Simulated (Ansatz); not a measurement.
Take HfSi2 (space group Cmcm, No. 63; a = 3.650 Å, b = 14.351 Å, c = 3.635 Å) as the base. Axes: x, y, z lie along a, b, c of the conventional cell.

Method: PBEsol, PAW, 420 eV (Ansatz, a program for electronic structure; no spin-orbit coupling), earlier PAW set.

Strains are applied to the cell and any free atomic positions relax; under stress the whole cell relaxes.

One change was made to it. Results:

The energy grows by 5.1 meV/atom; the volume per atom shrinks by 0.13 Å³ (15.87 Å³ → 15.74 Å³); the band gap stays zero.

Problem. What was done to the base?
(A) strain tensor (xx, yy, zz, yz, xz, xy) = (−0.01, +0.68, +0.27, +0.58, +0.21, −0.33) %
(B) tensor shear ε_yz = +3.00 %
(C) uniaxial stress, 5 GPa compression along z

Solution. C, uniaxial stress, 5 GPa compression along z. For comparison, the energy relative to the base in the other runs: strain tensor (xx, yy, zz, yz, xz, xy) = (−0.01, +0.68, +0.27, +0.58, +0.21, −0.33) % gives +1.8 meV/atom; tensor shear ε_yz = +3.00 % gives +21 meV/atom.

Without a gap, meshes like the base's 13×13×13 leave anisotropic stresses uncertain by several tenths of a GPa, and small strain energies with them. Stability under load was not tested beyond the relaxation. The final runs are not spin-polarised.
